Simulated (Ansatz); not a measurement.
Consider a periodic stack without vacuum, fluorite-type CoSi2 (1 1 1) on silicon (1 1 1) (film strained to the substrate, faces as cut): substrate slab Si10, film Co3Si6, surface cells [[0, -1], [1, -1]] and [[1, 0], [0, 1]], film strained by +2.1 and +2.1 %, faces Si/Si and Si/Si as cut (like faces can put a slab off its formula). Its start:

```yaml
crystal:
  lattice:
    - [3.86787, 0.00000, -0.00194]
    - [1.93394, 3.34968, 0.05214]
    - [-2.10927, 0.16034, 25.56466]
  atoms:
    - { symbol: Si, position: [0.43043, 0.38850, 0.02314] }
    - { symbol: Si, position: [0.52516, 0.31805, 0.11425] }
    - { symbol: Si, position: [0.87966, 0.64297, 0.14468] }
    - { symbol: Si, position: [0.94319, 0.61827, 0.23727] }
    - { symbol: Si, position: [0.29679, 0.94511, 0.26819] }
    - { symbol: Si, position: [0.35906, 0.92260, 0.36078] }
    - { symbol: Si, position: [0.71242, 0.24961, 0.39153] }
    - { symbol: Si, position: [0.77287, 0.23024, 0.48468] }
    - { symbol: Si, position: [0.12438, 0.56043, 0.51498] }
    - { symbol: Si, position: [0.04804, 0.80148, 0.59812] }
    - { symbol: Co, position: [0.59960, 0.81379, 0.70494] }
    - { symbol: Co, position: [0.00628, 0.12775, 0.82242] }
    - { symbol: Co, position: [0.44199, 0.43919, 0.93927] }
    - { symbol: Si, position: [0.25398, 0.47776, 0.67965] }
    - { symbol: Si, position: [0.95128, 0.14114, 0.73265] }
    - { symbol: Si, position: [0.65601, 0.79796, 0.79313] }
    - { symbol: Si, position: [0.35926, 0.45367, 0.85098] }
    - { symbol: Si, position: [0.06900, 0.10934, 0.90961] }
    - { symbol: Si, position: [0.76089, 0.75775, 0.97700] }
```

The start was prepared with a machine-learned potential, and the result is one local minimum, with the in-plane cell held and forces under 0.04 eV/Å; the film can end far from its bulk form.

These are PBE (plane waves to 420 eV, PAW; Ansatz, a program for electronic structure) values and carry that method's errors. No spin–orbit coupling; the runs are not spin-polarised; PBE gaps are too small against experiment. Its k-point mesh 9×9×1, Fermi–Dirac width 0.05 eV.

Question: Predict the relaxed interface.

Answer: 
* **interface area**: 13.0 Å²
* **period**: 25.45 Å
* **gaps between the outermost planes at the two interfaces**: 1.31 and 1.31 Å
* **Si–Si contacts across the interfaces within 1.22 times the sum of covalent radii**: 6, mean 2.59 Å
* **Co–Si contacts across the interfaces within 1.22 times the sum of covalent radii**: 2, mean 2.16 Å
* **estimate of the barrier**: withheld, since the Fermi level falls at or inside a band of the host, which a slab this thin can't settle
